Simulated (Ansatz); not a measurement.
Cost and result by functional for the surface energy of the (311) surface of fcc Pb in its 1x1 cell, outermost plane spacing 1.52 Å in the ideal cut, in Ansatz (plane waves, PAW). Single points on the PBE structure, on one kind of machine; costs are rough ratios of the slab run's core time (references not counted) to the cheapest single point. r2SCAN's cost holds its higher cutoff (500 against 420 eV). Differences are taken against r2SCAN for comparison alone: no measured value is at hand, so the table doesn't rank accuracy.

Model: 8-atom slab, 10.6 Å thick at the start, 11x7x1 mesh, Fermi-Dirac 0.1 eV, dipole correction, all atoms relaxed; held to the part of the start's symmetry that mesh and held atoms allow; no spin, no spin-orbit, no U. These notes are the PBE run's.

| functional | relative cost | surface energy (J/m²) | less r2SCAN (J/m²) |
|---|---|---|---|
| PBEsol | 1 | 0.45 | 0.09 |
| RPBE | 1 | 0.25 | -0.11 |
| LDA | 1 | 0.50 | 0.14 |
| r2SCAN | 3 | 0.36 | 0.00 |
| PBE (the relaxed run's value) | – | 0.34 | -0.02 |

The values span 0.25 J/m², while the single points' costs differ by a factor of roughly 3. Differences are of unrounded values.

Ansatz is a first-principles code.
